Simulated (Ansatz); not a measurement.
The parent structure is CdTe in the zinc blende structure (space group F-43m, No. 216).

```
CELL_PARAMETERS angstrom
      0.00000     3.24436     3.24436
      3.24436     0.00000     3.24436
      3.24436     3.24436     0.00000
ATOMIC_POSITIONS crystal
  Cd 0.00000 0.00000 0.00000
  Te 0.25000 0.25000 0.25000
```

Cartesian axes are those of the cell as printed.

Calculations: PBEsol (Ansatz, a program for electronic structure), spin-orbit coupling left out.

It is then changed as follows: an isotropic linear strain of −1.00 %, atoms relaxed at fixed cell.

Task: Predict the stress tensor and what it implies for the stiffness.

Result: Stress of the strained cell less that of the base (GPa, compression positive):
```
   1.34    0.00    0.00
   0.00    1.34    0.00
   0.00    0.00    1.34
```

Then B = −ΔP/(ΔV/V₀) with ΔV/V₀ = -0.0297 gives secant stiffness values (nonlinear terms included at this strain): B ≈ 45 GPa.

As a check, the harmonic strain energy −½ V₀ Δσ:ε is 4.3 meV/atom; the computed energy rise is 4.2 meV/atom.

Whether these cells are dynamically stable was not tested.
